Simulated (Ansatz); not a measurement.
The reference is AlN in the rock salt structure (space group Fm-3m, No. 225; a = 4.045 Å; a model cell, its experimental status unchecked).

Levels (all Ansatz, a program for electronic structure, PAW): PBEsol (420 eV, no SOC); HSE06 (420 eV, without spin-orbit coupling).

Its gap is 4.55 eV with PBEsol and 6.02 eV with HSE06.

Modification: the cell is scaled by 0.9575 in all directions; the atoms relax in the strained cell.

With PBEsol the gap becomes 4.88 eV.

**Question.** If the HSE06 correction stayed the same, what would the HSE06 gap be, and what does the HSE06 run give?

**Answer.** A rigid correction of +1.47 eV gives 6.35 eV. The HSE06 run gives 6.34 eV, so the two effects roughly add.

Single points use the geometry relaxed with PBEsol. HSE06 was sampled on its mesh, a few special points and the semilocal edge points, so its gap is an upper bound. Whether these cells are dynamically stable was not tested. The base started in P3_121 and relaxed to Fm-3m at this level. This is not the structure that AlN has at room temperature and ambient pressure.
